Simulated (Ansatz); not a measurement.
Consider CdSe in the zinc blende structure (space group F-43m, No. 216; a = 6.133 Å). Axes: x, y, z lie along the cube axes.

Level of theory: r2SCAN in Ansatz (plane waves to 500 eV, PAW, no spin-orbit coupling).

Before the change:

The valence-band top at Γ comes out as 0.00, 0.00, 0.00 eV.

The change: compressive biaxial strain of 2.00 % in the plane normal to [001], as in epitaxy on a mismatched substrate; the out-of-plane cell vector and the atoms relax.

**Question.** Predict the new valence-band top at Γ and energy relative to the base.

**Answer.** The valence-band top at Γ (three highest levels, from the VBM) goes from 0.00, 0.00, 0.00 eV to 0.00, 0.00, -0.17 eV; the energy grows by 3.2 meV/atom.

The levels and masses belong to the bands next to the band gap. No phonon test of stability was made.

Ansatz is an electronic-structure program.
